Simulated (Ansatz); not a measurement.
I on the 1x1 (111) surface of fcc Pt, one in a 2x2 cell, energies for each (27.3 Å²). Energies are against ½ I2(g), without zero-point or thermal terms; each row is named by its start.

Level of theory: PBE (plane waves to 420 eV, PAW; Ansatz, a quantum-chemistry and plane-wave program).

Model: 17-atom slab, 6.9 Å thick at the start under the adsorbate (thin: gaps and levels are the slab's own), 6x6x1 mesh, Fermi-Dirac 0.1 eV, dipole correction, 8 atoms held, the rest relaxed; each run with such symmetry as its start has; no spin, no spin-orbit, no U, no dispersion correction.

A negative adsorption energy means that the adsorbate is more stable on the surface than in its reference. Starts that drift may end in the same place. Heights count from the host atoms within 0.3 Å of the top one.

```json
[
 {"starting site": "top Pt", "E_ads (eV)": "-0.94", "height (Å)": "2.64", "nearest host atom (Å)": "Pt 2.58", "bonded to": "Pt", "Δ work function (eV)": "-0.16", "lateral drift (Å)": "0.0"},
 {"starting site": "hollow Pt-Pt-Pt over Pt at depth 2.3 Å", "E_ads (eV)": "-1.26", "height (Å)": "2.23", "nearest host atom (Å)": "Pt 2.75", "bonded to": "3 Pt", "Δ work function (eV)": "-1.14", "lateral drift (Å)": "0.0"},
 {"starting site": "hollow Pt-Pt-Pt over Pt at depth 4.6 Å", "E_ads (eV)": "-1.34", "height (Å)": "2.20", "nearest host atom (Å)": "Pt 2.74", "bonded to": "3 Pt", "Δ work function (eV)": "-1.22", "lateral drift (Å)": "0.0"},
 {"starting site": "bridge Pt-Pt (span 2.8 Å)", "E_ads (eV)": "-1.34", "height (Å)": "2.20", "nearest host atom (Å)": "Pt 2.74", "bonded to": "3 Pt", "Δ work function (eV)": "-1.22", "lateral drift (Å)": "0.8"}
]
```
